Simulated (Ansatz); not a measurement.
The parent structure is MoS$_{2}$ in the 3R-MoS2 type structure (space group R3m, No. 160; layered, stacked along the Cartesian z axis).

```yaml
crystal:
  lattice:
    - [1.58770, 0.91666, 6.19534]
    - [-1.58770, 0.91666, 6.19534]
    - [0.00000, -1.83332, 6.19534]
  atoms:
    - { symbol: Mo, position: [0.00000, 0.00000, 0.00000] }
    - { symbol: S, position: [0.75029, 0.75029, 0.75029] }
    - { symbol: S, position: [0.58300, 0.58300, 0.58300] }
```

Cartesian axes are those of the cell as printed.

The values are results of Kohn–Sham DFT with the r2SCAN+rVV10 functional, run in Ansatz (a quantum-chemistry and plane-wave program) with PAW and 500 eV plane waves, scalar-relativistic without spin-orbit coupling, earlier PAW set, not measurements.

Strains are applied to the cell and any free atomic positions relax; under biaxial strain the out-of-plane vector relaxes too.

One change was made to it. Results:

```json
[
 {"quantity": "smallest direct gap", "base": "1.79 eV", "after": "2.10 eV"},
 {"quantity": "energy relative to the base (free energy F)", "base": "0 meV/atom", "after": "+21 meV/atom"}
]
```

### Question
Name the change that was made.
A. biaxial strain −0.85 %, plane normal [001], relaxed out of plane
B. uniaxial strain ε_yy = +2.02 %
C. strain tensor (xx, yy, zz, yz, xz, xy) = (−2.43, −2.42, +0.95, −0.02, −0.52, +0.67) %
D. strain tensor (xx, yy, zz, yz, xz, xy) = (−0.17, +1.67, −1.38, −0.79, −0.09, −2.24) %
E. isotropic strain −0.45 %

### Answer
C, strain tensor (xx, yy, zz, yz, xz, xy) = (−2.43, −2.42, +0.95, −0.02, −0.52, +0.67) %. For comparison, the energy relative to the base in the other runs: strain tensor (xx, yy, zz, yz, xz, xy) = (−0.17, +1.67, −1.38, −0.79, −0.09, −2.24) % gives +13 meV/atom; uniaxial strain ε_yy = +2.02 % gives +5.1 meV/atom; biaxial strain −0.85 %, plane normal [001], relaxed out of plane gives +2.4 meV/atom; isotropic strain −0.45 % gives +0.8 meV/atom.

Semilocal Kohn–Sham gaps tend to fall short of experiment. No phonon test of stability was made.
